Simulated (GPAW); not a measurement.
## Cost against accuracy: ecut for Sr3Zn (Pm-3m, 4 atoms in the cell)

```xyz
4
Lattice="5.4613 0.0000 0.0000 0.0000 5.4613 0.0000 0.0000 0.0000 5.4613" Properties=species:S:1:pos:R:3 pbc="T T T"
Sr     2.7307     0.0000     2.7307
Sr     0.0000     2.7307     2.7307
Sr     2.7307     2.7307     0.0000
Zn     0.0000     0.0000     0.0000
```

Method of the run: PBEsol, GPAW PAW datasets PBEsol (made by gpaw-setup) (plane waves; GPAW 25.7.0).

Base settings: mode = pw; ecut = 850 eV; xc = PBEsol; kpts = 5 5 5; mesh shift (steps) = 0 0 0; occupations.name = fermi-dirac; occupations.width = 0.05 eV; nbands = -12; convergence.density = 1e-05 e/electron; convergence.energy = 1e-05 eV/electron.

Misses are taken against the tightest run, 1700 eV, which need not be fully converged itself. The energy is the free energy per atom.

The count of work is k-points × plane waves × bands × iterations; it is no time, and leaves out set-up, grids and terms that scale otherwise. Core times come from one kind of shared machine and are given to one figure; runs under 30 s give none.

The starting cell comes from a database of computed structures (which also holds hypothetical and non-ambient phases and stackings), without a prior relaxation at this level. Its lattice was rescaled by a random factor within 2.5 % of one.

The runs (ecut): 340 eV | 425 eV | 510 eV | 595 eV | 680 eV | 765 eV | 850 eV | 975 eV | 1105 eV | 1275 eV | 1490 eV | 1700 eV.

Task: Which is the coarsest setting among those run that, with all tighter ones, holds the energy within 20 meV/atom of the reference, and what does it save?

Result: 425 eV, off by 16 meV/atom; it needs 0.15 of the reference's count of work.

Task: Which is the coarsest setting among those run that, with all tighter ones, holds the energy within 10 meV/atom of the reference, and what does it save?

Result: 510 eV, off by 4.0 meV/atom; it needs 0.16 of the reference's count of work.

Task: For at most 0.2 times the reference's count of work, which run misses the energy least?

Result: 510 eV, with a miss of 4.0 meV/atom at a count of 0.16.

Task: What does the step from 340 eV to 595 eV buy?

Result: It takes the miss in the energy from 52 to 0.78 meV/atom, for 2.7 times the count of work.

| ecut | energy less reference (meV/atom) | pressure less reference (GPa) | count of work / reference | core time / reference (rough) |
|---|---|---|---|---|
| 340 eV | 52.35 | -0.62 | 0.094 | – |
| 425 eV | 15.74 | -0.27 | 0.15 | – |
| 510 eV | 4.04 | -0.10 | 0.16 | – |
| 595 eV | 0.78 | -0.03 | 0.25 | – |
| 680 eV | 0.04 | -0.01 | 0.34 | 0.7 |
| 765 eV | -0.12 | 0.00 | 0.27 | 0.4 |
| 850 eV | -0.07 | 0.00 | 0.42 | 0.6 |
| 975 eV | -0.07 | 0.00 | 0.63 | 0.9 |
| 1105 eV | -0.05 | 0.00 | 0.45 | 0.7 |
| 1275 eV | -0.03 | -0.01 | 0.71 | 0.9 |
| 1490 eV | -0.01 | 0.00 | 0.93 | 0.9 |
| 1700 eV | 0.00 | 0.00 | 1.0 | 1 |
